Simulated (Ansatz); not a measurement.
**BN: response to strain**

Start from BN in the zinc blende structure (space group F-43m, No. 216; a = 3.581 Å). Axes: x, y, z lie along the cube axes.

Strains are applied to the cell and any free atomic positions relax; under biaxial strain the out-of-plane vector relaxes too.

Calculations: plane-wave PAW DFT at the LDA level (Ansatz, a quantum-chemistry and plane-wave program, 420 eV), spin-orbit coupling left out.

Notes on the quantities. in-plane stress: mean in-plane stress (compression positive).

```tsv
variant	in-plane stress	ratio −ε⊥/ε∥	band gap	smallest direct gap
base	–	–	4.39 eV	8.83 eV
biaxial strain −3.00 %, plane normal [001], relaxed out of plane	+31.0 GPa	0.46	4.02 eV	8.80 eV
biaxial strain −2.50 %, plane normal [001], relaxed out of plane	+25.4 GPa	0.46	4.08 eV	8.80 eV
biaxial strain −2.00 %, plane normal [001], relaxed out of plane	+19.9 GPa	0.46	4.14 eV	8.81 eV
biaxial strain −1.00 %, plane normal [001], relaxed out of plane	___	0.46	___	8.82 eV
biaxial strain −0.50 %, plane normal [001], relaxed out of plane	+4.7 GPa	–	4.33 eV	8.82 eV
biaxial strain +0.50 %, plane normal [001], relaxed out of plane	-4.6 GPa	–	4.25 eV	8.71 eV
biaxial strain +2.00 %, plane normal [001], relaxed out of plane	-17.2 GPa	0.47	3.84 eV	8.38 eV
biaxial strain +2.50 %, plane normal [001], relaxed out of plane	-21.2 GPa	0.47	3.72 eV	8.27 eV
biaxial strain +3.00 %, plane normal [001], relaxed out of plane	-25.0 GPa	0.47	3.59 eV	8.17 eV
```

Question: Fill in the withheld entries from the trend.

Answer: 
- biaxial strain −1.00 %, plane normal [001], relaxed out of plane, in-plane stress: +9.6 GPa
- biaxial strain −1.00 %, plane normal [001], relaxed out of plane, band gap: 4.27 eV

Whether these cells are dynamically stable was not tested.
